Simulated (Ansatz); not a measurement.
Base system: HfSiSe (space group P4/nmm, No. 129).

```
HfSiSe
1.0
    3.57640     0.00000     0.00000
    0.00000     3.57640     0.00000
    0.00000     0.00000     8.25557
Hf Si Se
2 2 2
Direct
  0.00000   0.50000   0.74453
  0.50000   0.00000   0.25547
  0.00000   0.00000   0.00000
  0.50000   0.50000   0.00000
  0.50000   0.00000   0.62081
  0.00000   0.50000   0.37919
```

Cartesian axes are those of the cell as printed.

The values are results of PBEsol/PAW in Ansatz (an electronic-structure program), without spin-orbit coupling, not measurements.

For the base:

The pressure is 0.0 GPa.

Modification: uniaxial strain ε_xx = −4.81 %, all other strain components held at zero; the atoms relax in the strained cell.

### Question
Estimate the effect on the energy relative to the base, largest internal atomic displacement and pressure.

### Answer
The energy grows by 33 meV/atom; the largest internal atomic displacement is 0.018 Å; the pressure (mean of the normal stresses, compression positive) goes from zero to 7.3 GPa.

Without a gap, meshes like the base's 13×13×6 leave anisotropic stresses uncertain by several tenths of a GPa, and small strain energies with them. No phonon test of stability was made. All final runs are without spin polarisation.
